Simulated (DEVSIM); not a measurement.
## Schottky contact on p-type Si

Device: Schottky contact on p-type Si, at 350 K.

```
layer (left to right)  material  thickness (μm)  Na (cm⁻³)   τn (s)   τp (s)
---------------------  --------  --------------  ---------  -------  -------
1                            Si            1.20     1.7e15  0.00024  0.00024
2                            Si            1.10     1.7e18  0.00024  0.00024
```

Left contact: Schottky, work function 4.304 eV, emission velocity 5.5e6 cm/s. Right contact: ohmic. Voltage is applied to the left contact. Recombination: SRH at mid-gap. Mobility is μmin + (μ − μmin)/(1 + (N/Nref)^α).

The device is made up for the run: typed textbook-type constants, with dimensions and the other settings drawn at random. Values at 300 K; Nc and Nv go as T^1.5, mobilities as T to minus their exponent, the gap by Varshni's rule with the affinity fixed.

| parameter | Si |
|---|---|
| gap (eV) | 1.124 |
| affinity (eV) | 4.05 |
| permittivity | 11.7 |
| Nc (cm⁻³) | 2.86e19 |
| Nv (cm⁻³) | 3.1e19 |
| μn (cm²/Vs) | 1417 |
| μp (cm²/Vs) | 470 |
| μn,min | 52 |
| μp,min | 45 |
| Nref,n | 9.7e16 |
| Nref,p | 2.2e17 |
| αn | 0.68 |
| αp | 0.72 |
| T exponent of μn | 2.3 |
| T exponent of μp | 2.2 |
| Varshni α (eV/K) | 0.000473 |
| Varshni β (K) | 636 |

DEVSIM, 1D drift-diffusion, Boltzmann statistics, complete ionisation; no tunnelling, impact ionisation, image-force lowering or self-heating. Metal contacts follow the ideal Schottky-Mott rule: no Fermi-level pinning, no interface dipoles.

```json
{
 "potential_step_across_the_device_at_zero_bias": "0.762 V",
 "Dark forward voltage at 1 A/cm²": "0.365 V",
 "Dark forward voltage at 100 A/cm²": "0.563 V"
}
```

Small-signal capacitance in reverse bias (quasi-static):

```tsv
V (V)	C (nF/cm²)
0.04	14.2
0.1	13.6
0.2	12.8
0.3	12.2
0.4	11.6
0.6	10.8
0.8	10.2
1	9.73
1.3	9.30
1.6	9.05
2	8.87
```

Dark reverse current:

| V (V) | J (A/cm²) |
|---|---|
| 0.04 | 6.0e-6 |
| 0.10 | 8.0e-6 |
| 0.20 | 8.6e-6 |
| 0.30 | 8.9e-6 |
| 0.40 | 9.1e-6 |
| 0.60 | 9.5e-6 |
| 0.80 | 9.8e-6 |
| 1.00 | 1.0e-5 |
| 1.30 | 1.0e-5 |
| 1.60 | 1.1e-5 |
| 2.00 | 1.1e-5 |
